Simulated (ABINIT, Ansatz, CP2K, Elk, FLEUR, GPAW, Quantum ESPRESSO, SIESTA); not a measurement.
**Code comparison for MgS (Fm-3m, 2 atoms in the cell)**

Self-consistent single point.

```xyz
2
Lattice="0.0000 2.5805 2.5805 2.5805 0.0000 2.5805 2.5805 2.5805 0.0000" Properties=species:S:1:pos:R:3 pbc="T T T"
Mg     0.0000     0.0000     0.0000
S      2.5805     2.5805     2.5805
```

All programs got the same cell, k-point mesh and kind of occupations (in Ansatz's words: kpoints.mp_grid.grid = 9 9 9; scf.occupations.method = fermi_dirac; scf.occupations.width = 0.0007 Ry); potentials, basis and cutoffs are each program's usual ones.

```csv
code,model,pressure (GPa),gap on the mesh (eV),k-points,cutoff
GPAW,"PBE, GPAW PAW datasets PBE (gpaw-data 1.0.1)",3.08,2.976,35,800 eV
CP2K,"PBE, GPW, DZVP-MOLOPT-SR-GTH basis, GTH-PBE potentials (GTH_POTENTIALS)",4.81,2.845,365,grid 1000 Ry
SIESTA,"GGA PBE, numerical atomic orbitals TZP, PseudoDojo PBE standard norm-conserving potentials (rewritten from UPF to PSML)",3.78,2.834,365,grid 350 Ry
FLEUR,"PBE, all-electron FLAPW (FLEUR), scalar-relativistic valence",–,2.980,35,Kmax 3.5 1/bohr
ABINIT,"PBE, norm-conserving pseudopotentials (PseudoDojo nc-sr-05 PBE standard)",3.23,2.969,35,42 Ha
Elk,"PBE, all-electron FP-LAPW, Elk's shipped species files, LAPW+lo basis",–,2.751,35,rgkmax 7.5
Ansatz,"PBE, default PAW files",3.18,2.972,35,30.9 Ry
Quantum ESPRESSO,"PBE, PseudoDojo standard norm-conserving (PBE) pseudopotentials",3.24,2.969,35,85 Ry
```

A dash marks a value that a program does not give, or that is left out as unsure.

Gaps are read on the mesh. Another mesh or the band path gives a smaller gap, so these values are not converged in the mesh.

The spread over the programs that give each value: pressure within 1.73 GPa; gap on the mesh within 0.229 eV.

The starting cell has typed, rounded lattice constants, without a prior relaxation at this level. Its lattice was rescaled by a random factor within 2.5 % of one. On Ansatz's run: In the base run, with a pressure of about 3 GPa the cell is away from its equilibrium volume at this level. Another mesh or the band path of this cell gives a smaller gap, so this value is not converged in the mesh.

**Question.** Why do the programs differ, and what cannot be compared?

**Answer.** Differences of this kind can come from the potentials, where these differ, and from what each basis and cutoff leave unconverged. The zero of total energies and Fermi levels follows the potentials and each program's conventions, so they are not compared here. CP2K and SIESTA use small atom-centred bases, whose incompleteness enters pressures, forces and empty levels differently from a plane-wave cutoff. FLEUR and Elk treat all electrons, but the usual bases taken here (sphere radii, linearisation, local orbitals, empty states) were not tested for convergence, so the values are no reference for the others. Ansatz's pressure is given at a fixed set of plane waves, as the other plane-wave codes print theirs. Ansatz's smearing width was typed in Ry to four decimals, so it matches the others to a few per cent. The programs reduce the same mesh by symmetry to different extents, which changes the work and not the result. In the pressure, CP2K (by 1.61) lies more than 1 GPa from the median of the plane-wave programs. In the gap, CP2K (by 0.125), SIESTA (by 0.136) and Elk (by 0.220) lie more than 0.12 eV from the median of the plane-wave programs.

Ansatz is a first-principles code.

Keys are those of Ansatz 0.2.
